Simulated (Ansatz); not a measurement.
Response to strain in GaN

Take GaN in the zinc blende structure (space group F-43m, No. 216; a = 4.498 Å) as the base. Axes: x, y, z lie along the cube axes.

Strains are applied to the cell and any free atomic positions relax; under biaxial strain the out-of-plane vector relaxes too.

Calculations: Kohn–Sham DFT with the r2SCAN functional, run in Ansatz (a quantum-chemistry and plane-wave program) with PAW and 500 eV plane waves, no SOC.

```tsv
case	out-of-plane strain	band gap	shortest interatomic distance
base	–	2.17 eV	1.948 Å
biaxial strain +0.50 %, plane normal [001], relaxed out of plane	-0.54 %	2.11 eV	1.951 Å
biaxial strain +1.00 %, plane normal [001], relaxed out of plane	-1.09 %	2.04 eV	1.954 Å
biaxial strain +1.50 %, plane normal [001], relaxed out of plane	-1.64 %	1.98 eV	1.957 Å
biaxial strain +2.00 %, plane normal [001], relaxed out of plane	-2.21 %	1.93 eV	1.960 Å
biaxial strain +2.50 %, plane normal [001], relaxed out of plane	-2.78 %	1.87 eV	1.963 Å
biaxial strain +3.00 %, plane normal [001], relaxed out of plane	-3.36 %	1.82 eV	1.966 Å
```

Stability against distortions was not tested. This is not the structure that GaN has at room temperature and ambient pressure.
